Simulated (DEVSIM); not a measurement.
Structure: Ti/SiO2/n-Si capacitor, at 300 K.

```csv
layer (left to right),material,thickness (nm),Nd (cm⁻³)
1,SiO2,7.40,-
2,Si,4400,1.7e16
```

Metal gate on the left, work function 4.33 eV. Fixed charge at the semiconductor interface -3e10 cm⁻² (in units of +e); no interface traps.

The device is made up for the run: typed textbook-type constants, with dimensions and the other settings drawn at random. Values at 300 K.

| parameter | SiO2 | Si |
|---|---|---|
| gap (eV) | 9 | 1.124 |
| affinity (eV) | 0.9 | 4.05 |
| permittivity | 3.9 | 11.7 |
| Nc (cm⁻³) | - | 2.86e19 |
| Nv (cm⁻³) | - | 3.1e19 |

Model (solved in DEVSIM): 1D Poisson equation in equilibrium, Boltzmann statistics, complete ionisation; no quantum confinement or tunnelling. Metal contacts follow the ideal Schottky-Mott rule: no Fermi-level pinning, no interface dipoles.

The SiO2 thickness was swept, all else fixed.

| SiO2 thickness (μm) | threshold voltage (band bending 2φF) (V) | capacitance of the dielectric stack (μF/cm²) | minimum of the low-frequency capacitance (μF/cm²) |
|---|---|---|---|
| 0.003 | -0.70 | 1.15 | 0.0470 |
| 0.0041 | -0.72 | 0.842 | 0.0464 |
| 0.0052 | -0.74 | 0.664 | 0.0461 |
| 0.0063 | -0.76 | 0.548 | 0.0459 |
| 0.0074 | -0.78 | 0.467 | 0.0452 |
| 0.0089 | -0.80 | 0.388 | 0.0436 |

From the first row to the last the threshold voltage (band bending 2φF) goes from -0.70 to -0.80. From the first row to the last the capacitance of the dielectric stack goes from 1.15 to 0.388.
